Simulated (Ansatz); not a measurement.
For BaAl4 (I4/mmm, No. 139), PBEsol (Ansatz, a program for electronic structure, PAW) gives:

equilibrium lattice constant a: 4.514 Å
lattice parameter c: 11.243 Å
cohesive energy: 3.72 eV/atom
formation enthalpy: -0.248 eV/atom

Q: What does HSE06 (PAW; Ansatz) give for the same quantities?

A: 
- lattice constant a: 4.551 Å (rises by 0.8 %)
- lattice parameter c: 11.324 Å (increases by 0.7 %)
- cohesive energy: 3.39 eV/atom (drops by 0.33 eV/atom)
- formation enthalpy: -0.297 eV/atom (moves by -0.049 eV/atom)

Changes are worked out from the printed values.

Unless a cell is named, each level is at its own relaxed cell (PBEsol 22.91, HSE06 23.46 Å³/atom).

Ansatz's density-functional and Hartree–Fock values are scalar-relativistic unless marked +SOC, with PAW data made under PBE.
